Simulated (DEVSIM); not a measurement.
Device: Pd/SiO2/p-Si capacitor, at 250 K.

```tsv
layer (left to right)	material	thickness (nm)	Na (cm⁻³)
1	SiO2	4.00	-
2	Si	6000	9.1e15
```

Metal gate on the left, work function 5.2 eV. Fixed charge at the semiconductor interface 0 cm⁻² (in units of +e); no interface traps.

This is a model device: material constants are rounded textbook-type values typed into the input, and sizes, dopings and lifetimes were drawn at random. Values at 300 K; Nc and Nv go as T^1.5, mobilities as T to minus their exponent, the gap by Varshni's rule with the affinity fixed.

| parameter | SiO2 | Si |
|---|---|---|
| gap (eV) | 9 | 1.124 |
| affinity (eV) | 0.9 | 4.05 |
| permittivity | 3.9 | 11.7 |
| Nc (cm⁻³) | - | 2.86e19 |
| Nv (cm⁻³) | - | 3.1e19 |
| Varshni α (eV/K) | - | 0.000473 |
| Varshni β (K) | - | 636 |

Model (solved in DEVSIM): 1D Poisson equation in equilibrium, Boltzmann statistics, complete ionisation; no quantum confinement or tunnelling. Metal contacts follow the ideal Schottky-Mott rule: no Fermi-level pinning, no interface dipoles.

### Question
Tabulate band edges, carrier densities and field at 0.7 V on the gate.

### Answer
Energies count from the Fermi level of the right contact; mesh points crowd at the junctions.

```json
[
 {"x (μm)": "0.000", "Ec (eV)": "3.600", "Ev (eV)": "-5.400", "n (cm⁻³)": "< 1e2", "p (cm⁻³)": "< 1e2", "field (V/cm)": "110000"},
 {"x (μm)": "0.001129", "Ec (eV)": "3.612", "Ev (eV)": "-5.388", "n (cm⁻³)": "< 1e2", "p (cm⁻³)": "< 1e2", "field (V/cm)": "110000"},
 {"x (μm)": "0.002509", "Ec (eV)": "3.627", "Ev (eV)": "-5.373", "n (cm⁻³)": "< 1e2", "p (cm⁻³)": "< 1e2", "field (V/cm)": "110000"},
 {"x (μm)": "0.003739", "Ec (eV)": "3.640", "Ev (eV)": "-5.360", "n (cm⁻³)": "< 1e2", "p (cm⁻³)": "< 1e2", "field (V/cm)": "110000"},
 {"x (μm)": "0.005457", "Ec (eV)": "0.498", "Ev (eV)": "-0.638", "n (cm⁻³)": "2.0e9", "p (cm⁻³)": "3200000", "field (V/cm)": "35000"},
 {"x (μm)": "0.008743", "Ec (eV)": "0.510", "Ev (eV)": "-0.627", "n (cm⁻³)": "1.2e9", "p (cm⁻³)": "5500000", "field (V/cm)": "35000"},
 {"x (μm)": "0.01571", "Ec (eV)": "0.534", "Ev (eV)": "-0.603", "n (cm⁻³)": "3.8e8", "p (cm⁻³)": "1.7e7", "field (V/cm)": "34000"},
 {"x (μm)": "0.04090", "Ec (eV)": "0.615", "Ev (eV)": "-0.521", "n (cm⁻³)": "8700000", "p (cm⁻³)": "7.3e8", "field (V/cm)": "30000"},
 {"x (μm)": "0.08583", "Ec (eV)": "0.738", "Ev (eV)": "-0.398", "n (cm⁻³)": "29000", "p (cm⁻³)": "2.2e11", "field (V/cm)": "24000"},
 {"x (μm)": "0.1900", "Ec (eV)": "0.914", "Ev (eV)": "-0.223", "n (cm⁻³)": "< 1e2", "p (cm⁻³)": "7.7e14", "field (V/cm)": "9700"},
 {"x (μm)": "0.4109", "Ec (eV)": "0.967", "Ev (eV)": "-0.170", "n (cm⁻³)": "< 1e2", "p (cm⁻³)": "9.0e15", "field (V/cm)": "74"},
 {"x (μm)": "1.210", "Ec (eV)": "0.967", "Ev (eV)": "-0.169", "n (cm⁻³)": "< 1e2", "p (cm⁻³)": "9.1e15", "field (V/cm)": "≈ 0"},
 {"x (μm)": "2.634", "Ec (eV)": "0.967", "Ev (eV)": "-0.169", "n (cm⁻³)": "< 1e2", "p (cm⁻³)": "9.1e15", "field (V/cm)": "≈ 0"},
 {"x (μm)": "4.481", "Ec (eV)": "0.967", "Ev (eV)": "-0.169", "n (cm⁻³)": "< 1e2", "p (cm⁻³)": "9.1e15", "field (V/cm)": "≈ 0"},
 {"x (μm)": "5.472", "Ec (eV)": "0.967", "Ev (eV)": "-0.169", "n (cm⁻³)": "< 1e2", "p (cm⁻³)": "9.1e15", "field (V/cm)": "≈ 0"},
 {"x (μm)": "5.769", "Ec (eV)": "0.967", "Ev (eV)": "-0.169", "n (cm⁻³)": "< 1e2", "p (cm⁻³)": "9.1e15", "field (V/cm)": "≈ 0"},
 {"x (μm)": "5.897", "Ec (eV)": "0.967", "Ev (eV)": "-0.169", "n (cm⁻³)": "< 1e2", "p (cm⁻³)": "9.1e15", "field (V/cm)": "≈ 0"},
 {"x (μm)": "5.957", "Ec (eV)": "0.967", "Ev (eV)": "-0.169", "n (cm⁻³)": "< 1e2", "p (cm⁻³)": "9.1e15", "field (V/cm)": "≈ 0"},
 {"x (μm)": "5.988", "Ec (eV)": "0.967", "Ev (eV)": "-0.169", "n (cm⁻³)": "< 1e2", "p (cm⁻³)": "9.1e15", "field (V/cm)": "≈ 0"},
 {"x (μm)": "5.998", "Ec (eV)": "0.967", "Ev (eV)": "-0.169", "n (cm⁻³)": "< 1e2", "p (cm⁻³)": "9.1e15", "field (V/cm)": "≈ 0"},
 {"x (μm)": "6.002", "Ec (eV)": "0.967", "Ev (eV)": "-0.169", "n (cm⁻³)": "< 1e2", "p (cm⁻³)": "9.1e15", "field (V/cm)": "≈ 0"},
 {"x (μm)": "6.004", "Ec (eV)": "0.967", "Ev (eV)": "-0.169", "n (cm⁻³)": "< 1e2", "p (cm⁻³)": "9.1e15", "field (V/cm)": "≈ 0"}
]
```
